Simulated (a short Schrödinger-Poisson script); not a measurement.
System: gated Al0.33Ga0.67N/GaN polarisation-induced gas, at 300 K.

```tsv
layer	material	thickness (nm)	Na (cm⁻³)
1	Al0.33Ga0.67N	30	-
2	GaN	6000	1e14
```

Constants are typed, rounded textbook-type inputs, not results; the design itself was drawn at random and stands for no fabricated device. Al0.33Ga0.67N: permittivity 9.3, conduction-band edge (eV) 0.462, gap (eV) 4.09, electron mass (mₑ) 0.24, Nv at 300 K (cm⁻³) 4.6e19. GaN: permittivity 9.5, conduction-band edge (eV) 0, gap (eV) 3.43, Nv at 300 K (cm⁻³) 4.6e19.

Channel valleys (confinement mass, in-plane density-of-states mass, number): Γ 0.2, 0.2, 1. At the gate the conduction-band edge of layer 1 lies 1.27 eV − eVg above the Fermi level of the channel; the field vanishes at the back. Sheet of polarisation charge: +1.6e13 e/cm² at 30 nm from the gate. The barrier under the gate holds no holes. Gaps are held at their typed values at every temperature. Mesh 0.08 nm at interfaces.

From a short Schrödinger-Poisson script (our own, NumPy): 1D Poisson equation in equilibrium, electrons quantum, Hartree plus LDA exchange-correlation (BenDaniel-Duke, 40 states a valley, the channel's in-plane mass for all, wave functions free to enter the barrier), parabolic valleys, classical holes, full ionisation, no traps, pinning or gate leakage.

The same stack at other levels of the model or other numerical settings:

| run | sheet density of all electrons at Vg = 0.5 V (cm⁻²) | sheet density of all electrons at Vg = -5 V (cm⁻²) | capacitance at Vg = 0.5 V (μF/cm²) | centroid of the channel electrons at Vg = 0.5 V (nm) | rough cost against the base |
|---|---|---|---|---|---|
| base | 1.48e13 | 5.64e12 | 0.269 | 1.96 | about 1 |
| electrons treated as classical, Boltzmann | 1.51e13 | 5.81e12 | 0.272 | 0.93 | 0.010 |
| electrons treated as classical, Fermi-Dirac | 1.47e13 | 5.65e12 | 0.267 | 1.92 | 0.05 |
| mesh six times as coarse | 1.48e13 | 5.64e12 | 0.269 | 1.89 | 0.3 |
| one subband a valley | 1.47e13 | 5.63e12 | 0.268 | 1.53 | 0.3 |

The classical rows ignore confinement, and Boltzmann statistics overrate the density once the band edge passes the Fermi level.
